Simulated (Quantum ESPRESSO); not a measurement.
A self-consistent single point of InSb (F-43m, 2 atoms in the cell) with Quantum ESPRESSO.

Level of theory: LDA (PZ), GBRV 1.5 ultrasoft (LDA) pseudopotentials (plane waves; Quantum ESPRESSO).

```
CELL_PARAMETERS angstrom
      0.00000     3.34679     3.34679
      3.34679     0.00000     3.34679
      3.34679     3.34679     0.00000
ATOMIC_POSITIONS crystal
  In 0.00000 0.00000 0.00000
  Sb 0.25000 0.25000 0.25000
```

Reference input (self-consistent single point, DFT, PBE, plane waves, GBRV 1.5 ultrasoft (PBE) pseudopotentials): ecutwfc = 40 Ry; ecutrho = 200 Ry; occupations = smearing; smearing = fd; degauss = 0.0073499 Ry; potentials = {In: in_pbe_v1.4.uspp.F.UPF, Sb: sb_pbe_v1.4.uspp.F.UPF}; K_POINTS = automatic 9 9 9 0 0 0; conv_thr = 1e-09 Ry; mixing_beta = 0.5. This run's input differs from it in these lines:

```diff
@@ -23,4 +23,4 @@
 ATOMIC_SPECIES
-In   114.8180  in_pbe_v1.4.uspp.F.UPF
-Sb   121.7600  sb_pbe_v1.4.uspp.F.UPF
+In   114.8180  in_lda_v1.4.uspp.F.UPF
+Sb   121.7600  sb_lda_v1.4.uspp.F.UPF
 CELL_PARAMETERS angstrom
```

Log, with long lists cut:

```
     Self-consistent Calculation

     iteration #  1     ecut=    40.00 Ry     beta= 0.50

     total energy              =    -316.38649970 Ry
     estimated scf accuracy    <       4.60090336 Ry

     iteration #  2     ecut=    40.00 Ry     beta= 0.50

     total energy              =    -317.66620521 Ry
     estimated scf accuracy    <       0.11843647 Ry

     iteration #  3     ecut=    40.00 Ry     beta= 0.50

     total energy              =    -317.68428241 Ry
     estimated scf accuracy    <       0.00841018 Ry

   [... 4 blocks of this kind left out ...]

     iteration #  8     ecut=    40.00 Ry     beta= 0.50

     total energy              =    -317.68476169 Ry
     estimated scf accuracy    <       0.00000003 Ry

     iteration #  9     ecut=    40.00 Ry     beta= 0.50
     End of self-consistent calculation

     the Fermi energy is     6.0432 ev

!    total energy              =    -317.68476170 Ry
     estimated scf accuracy    <          9.9E-11 Ry
     smearing contrib. (-TS)   =      -0.00034870 Ry
     internal energy E=F+TS    =    -317.68441301 Ry

     convergence has been achieved in   9 iterations

     Forces acting on atoms (cartesian axes, Ry/au):

     atom    1 type  1   force =     0.00000000   -0.00000000    0.00000000
     atom    2 type  2   force =     0.00000000    0.00000000    0.00000000

     Total force =     0.000000     Total SCF correction =     0.000000

          total   stress  (Ry/bohr**3)                   (kbar)     P=      -43.42
  -0.00029518   0.00000000   0.00000000          -43.42        0.00        0.00
   0.00000000  -0.00029518   0.00000000            0.00      -43.42        0.00
   0.00000000   0.00000000  -0.00029518            0.00        0.00      -43.42

   JOB DONE.
```

The run converged in 9 iterations. Against the reference run the pressure goes from -1.30 to -4.34 GPa.

The starting cell comes from a database of computed structures (which also holds hypothetical and non-ambient phases and stackings), without a prior relaxation at this level. Its lattice was rescaled by a random factor within 2.5 % of one. With a pressure of about -4 GPa the cell is away from its equilibrium volume at this level. The run gives no clean gap (levels at the Fermi energy touch, overlap or are partly filled at this smearing), which alone does not show that the compound is a metal.
